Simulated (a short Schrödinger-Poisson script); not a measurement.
## Gated Al0.4Ga0.6N/GaN polarisation-induced gas

System: gated Al0.4Ga0.6N/GaN polarisation-induced gas, at 77 K.

| layer | material | thickness (nm) | Na (cm⁻³) |
|---|---|---|---|
| 1 | Al0.4Ga0.6N | 15 | - |
| 2 | GaN | 6000 | 1e14 |

The device is made up for the run: typed textbook-type constants, with dimensions and the other settings drawn at random. Al0.4Ga0.6N: permittivity 9.26, conduction-band edge (eV) 0.58, gap (eV) 4.258, electron mass (mₑ) 0.248, Nv at 300 K (cm⁻³) 4.6e19. GaN: permittivity 9.5, conduction-band edge (eV) 0, gap (eV) 3.43, Nv at 300 K (cm⁻³) 4.6e19.

Channel valleys (confinement mass, in-plane density-of-states mass, number): Γ 0.2, 0.2, 1. At the gate the conduction-band edge of layer 1 lies 1.36 eV − eVg above the Fermi level of the channel; the field vanishes at the back. Sheet of polarisation charge: +2e13 e/cm² at 15 nm from the gate. The barrier under the gate holds no holes. Gaps are held at their typed values at every temperature. Mesh 0.08 nm at interfaces.

Solved with a short Schrödinger-Poisson script written for these runs: 1D Poisson equation in equilibrium, electrons quantum, Hartree (BenDaniel-Duke, 40 states a valley, the channel's in-plane mass for all, wave functions free to enter the barrier), parabolic valleys, classical holes, full ionisation, no traps, pinning or gate leakage.

```tsv
Vg (V)	electrons (cm⁻²)	in the channel layer	C (μF/cm²)	Γ E0 (meV)	Γ E1 (meV)
0.5	1.73e13	1.58e13	0.520	-180.7	-24.2
0.15	1.61e13	1.49e13	0.518	-169.9	-21.5
-0.2	1.50e13	1.40e13	0.516	-159.0	-18.9
-0.55	1.39e13	1.30e13	0.514	-148.0	-16.3
-0.9	1.27e13	1.20e13	0.512	-136.9	-13.9
-1.25	1.16e13	1.11e13	0.510	-125.8	-11.4
-1.6	1.05e13	1.01e13	0.508	-114.5	-9.0
-1.95	9.41e12	9.05e12	0.506	-103.2	-6.6
-2.3	8.30e12	8.03e12	0.504	-91.7	-4.2
-2.65	7.21e12	7.00e12	0.501	-80.2	-1.7
-3	6.11e12	5.97e12	0.498	-68.5	0.8
-3.35	5.03e12	4.93e12	0.495	-56.7	3.5
-3.7	3.95e12	3.90e12	0.490	-44.8	6.4
-4.05	2.89e12	2.86e12	0.484	-32.9	9.5
-4.4	1.84e12	1.83e12	0.475	-20.7	12.8
-4.75	8.24e11	8.21e11	0.453	-7.3	16.6
-5.1	4.38e8	4.38e8	0.0123	49.0	59.9
```

Gate voltages with under 1e6 electrons/cm² are left out.

Subbands count from the Fermi level.
